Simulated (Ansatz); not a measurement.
## WGe2 (model structure, started from the AlB2 type, P6/mmm, No. 191, 3 atoms in the cell)

Computed with LDA in Ansatz (PAW).

Settings: plane-wave cutoff 520 eV, 18×18×12 k mesh (along the axes of the cell as run), Fermi–Dirac smearing 0.05 eV, no spin polarisation, scalar-relativistic PAW data made under PBE.

Cell (relaxed at this level):

WGe₂ has the hexagonal space group P6/mmm (No. 191), Pearson symbol hP3. Lattice parameters: a = 4.540 Å, b = 4.540 Å, c = 2.606 Å, α = 90.00°, β = 90.00°, γ = 120.00°. W on 1a sees 2 W at 2.606 Å and 12 Ge at 2.927 Å. Ge on 2d sees 5 Ge at 2.606–2.621 Å and 6 W at 2.927 Å. (Neighbours: up to the widest gap in distance over summed covalent radii, below 1.35, at either atom; cation-cation and far metal-metal contacts left out.)

| Quantity | Result |
|---|---|
| bulk modulus B0 | 152 GPa |

Note: the run has no spin polarisation, so it can have missed a magnetic state; the bulk modulus is −V dP/dV from two relaxed cells at ±2 % in volume; the relaxation could raise the start's symmetry but not lower it, so the cell can be a saddle point.

Spin–orbit coupling is not included; it can open a gap where bands touch, and shift volumes and moduli.

A model structure was made by putting elements into a prototype or built by hand; it is no filed structure, need not be a known phase, and can be a saddle point held by its symmetry.

Ansatz is a quantum-chemistry and plane-wave program.
